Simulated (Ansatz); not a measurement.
Base system: Cs$_{2}$O in the anti-CdI2 type structure (space group P-3m1, No. 164; a hypothetical phase, not in the database extracts checked).

```xyz
3
Lattice="4.1695 0.0000 0.0000 -2.0848 3.6109 0.0000 0.0000 0.0000 6.8201" Properties=species:S:1:pos:R:3 pbc="T T T"
O      0.0000     0.0000     0.0000
Cs     0.0000     2.4073     1.5250
Cs     2.0848     1.2036     5.2950
```

Cartesian axes are those of the cell as printed.

The values are results of PBE-D3(BJ) in Ansatz (plane waves to 420 eV, PAW, spin-orbit coupling left out), not measurements.

Perturbation: the cell is scaled by 0.9807 in all directions, atoms relaxed at fixed cell.

Question: Predict the stress tensor and what it implies for the stiffness.

Answer: Stress of the strained cell less that of the base (GPa, compression positive):
```
   0.81    0.00    0.00
   0.00    0.81    0.00
   0.00    0.00    0.52
```

Then B = −ΔP/(ΔV/V₀) with ΔV/V₀ = -0.0568 gives secant stiffness values (nonlinear terms included at this strain): B (at held cell shape, above the free-shape value) ≈ 13 GPa.

As a check, the harmonic strain energy −½ V₀ Δσ:ε is 4.4 meV/atom; the computed energy rise is 4.1 meV/atom.

No phonon test of stability was made.

Ansatz is a program for electronic structure.
